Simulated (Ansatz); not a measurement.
# How the band gap of InSe (P6₃/mmc, No. 194, 8 atoms in the cell; start mp-20485; a measured phase of this formula has another space group) moves with the method

No measured value is used here.

```csv
level (code),value (eV)
HSE06 (Ansatz),1.28
PBE0 (Ansatz),___
r²SCAN0 (Ansatz),2.14
```

Question: Fill in the missing entries.

Answer: 
- PBE0 (Ansatz, an electronic-structure program), value (eV): 1.88

Computed values are for a static lattice. Spin–orbit coupling is included only where a level's name says +SOC; with heavier elements it mostly lowers gaps and can invert bands.  Values are at the PBEsol cell. Cutoffs differ between the levels. Ansatz's density-functional and Hartree–Fock values are scalar-relativistic unless marked +SOC, with PAW data made under PBE.

A start named mp-… is a Materials Project structure, which need not be a measured phase.
